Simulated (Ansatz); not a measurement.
Start from CdS in the zinc blende structure (space group F-43m, No. 216; a = 5.927 Å).

Now apply this change: a hydrostatic pressure of 50 GPa.

Levels (all Ansatz, a program for electronic structure, PAW): PBE (420 eV, no spin-orbit coupling); HSE06 (420 eV, no spin-orbit coupling).

The geometry is relaxed with PBE.

```
Property        Value
------------  -------
PBE band gap  1.71 eV
```

### Question
How does going to HSE06 change the band gap?

### Answer
The band gap rises by 1.06 eV to 2.77 eV.

Single points use the geometry relaxed with PBE. Load acts through the strain it causes; cell and atoms are relaxed under it. Stability against distortions was not tested. Tetrahedral semiconductors of this kind turn to denser phases somewhere between about 1 and 50 GPa; those were not computed, so compressed cells here can lie past the real transition.
